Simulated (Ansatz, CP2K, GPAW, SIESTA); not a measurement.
Y2Al3Si2 (P1, 7 atoms in the cell) computed with different codes at matched settings

Self-consistent single point, at a second geometry (atoms moved at random). First geometry:

```
CELL_PARAMETERS angstrom
      5.06316    -2.01418     0.00000
      5.06316     2.01418     0.00000
     -1.27393     0.00000     6.46305
ATOMIC_POSITIONS crystal
  Y  0.37987 0.37987 0.67786
  Y  0.62013 0.62013 0.32214
  Al 0.69441 0.69441 0.86815
  Al 0.30559 0.30559 0.13185
  Al 0.00000 0.00000 0.00000
  Si 0.90813 0.90813 0.35849
  Si 0.09187 0.09187 0.64151
```

Second geometry:
```
CELL_PARAMETERS angstrom
      5.06316    -2.01418     0.00000
      5.06316     2.01418     0.00000
     -1.27393     0.00000     6.46305
ATOMIC_POSITIONS crystal
  Y  0.39804 0.34844 0.66413
  Y  0.61142 0.62934 0.33056
  Al 0.70680 0.67772 0.86491
  Al 0.31903 0.29751 0.13511
  Al 0.97900 0.02124 0.00755
  Si 0.90475 0.92493 0.36086
  Si 0.08095 0.10081 0.63688
```

Shared settings, as Ansatz (a first-principles code) writes them: kpoints.mp_grid.grid = 6 6 4; scf.occupations.method = gaussian; scf.occupations.width = 0.0037 Ry. Potentials and cutoffs stand in the table.

```
code                                                                                                                       model  ΔF from the first geometry (meV/atom)  pressure (GPa)  largest force (eV/Å)       cutoff
------  ------------------------------------------------------------------------------------------------------------------------  -------------------------------------  --------------  --------------------  -----------
GPAW                                                               LDA (Perdew-Wang 92), GPAW PAW datasets LDA (gpaw-data 1.0.1)                                   29.0           -2.02                 1.219       600 eV
SIESTA  LDA PW92, numerical atomic orbitals DZP, PseudoDojo LDA standard norm-conserving potentials (rewritten from UPF to PSML)                                   28.5           -2.17                 1.168  grid 400 Ry
Ansatz                                                                                       LDA (PW92), PAW files made with PBE                                   29.0           -2.04                 1.224      30.9 Ry
CP2K                                        LDA (Pade form), GPW, DZVP-MOLOPT-SR-GTH basis, GTH-PADE potentials (GTH_POTENTIALS)                                   28.6           -2.51                 1.229  grid 500 Ry
```

Size of the force on each atom (eV/Å): Sizes of forces hide their directions.

```json
[
 {"code": "GPAW", "Y1": "1.219", "Y2": "0.555", "Al3": "0.358", "Al4": "0.389", "Al5": "0.599", "Si6": "1.029", "Si7": "0.767"},
 {"code": "SIESTA", "Y1": "1.168", "Y2": "0.549", "Al3": "0.377", "Al4": "0.398", "Al5": "0.601", "Si6": "1.086", "Si7": "0.797"},
 {"code": "Ansatz", "Y1": "1.224", "Y2": "0.560", "Al3": "0.355", "Al4": "0.386", "Al5": "0.598", "Si6": "1.017", "Si7": "0.759"},
 {"code": "CP2K", "Y1": "1.229", "Y2": "0.582", "Al3": "0.336", "Al4": "0.373", "Al5": "0.582", "Si6": "0.993", "Si7": "0.726"}
]
```

The spread over the programs that give each value: ΔF from the first geometry within 0.5 meV/atom; pressure within 0.49 GPa; largest force within 0.061 eV/Å.

SIESTA and CP2K use small atom-centred bases, whose incompleteness enters pressures, forces and empty levels differently from a plane-wave cutoff. Ansatz's pressure is given at a fixed set of plane waves, as the other plane-wave codes print theirs. In the force vectors, SIESTA (by 0.100) lies more than 0.08 eV/Å from the median of the plane-wave programs.

The starting cell comes from a database of computed structures (which also holds hypothetical and non-ambient phases and stackings), without a prior relaxation at this level. Its lattice was rescaled by a random factor within 2.5 % of one. For this run, on top of that: atoms moved at random.

Keys are those of Ansatz 0.2.
